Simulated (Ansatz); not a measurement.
Consider ScAl₃ in the Cu3Au type structure (space group Pm-3m, No. 221; a = 4.072 Å; relaxed with 0.1 eV smearing).

All numbers come from PBEsol, PAW, 420 eV (Ansatz, a first-principles code; no spin-orbit coupling), earlier PAW set.

For the base:

| Item | Result |
|---|---|
| Pressure | 0.0 GPa |
| Band gap | zero |

One thing is altered: every lattice vector is shortened by 0.21 %; the atoms relax in the strained cell.

How does this affect the pressure?

The pressure goes from zero to 0.6 GPa.

Predict the new energy relative to the base.

The energy hardly moves.

What happens to the band gap?

The band gap stays zero.

Stability against distortions was not tested. All final runs are without spin polarisation.
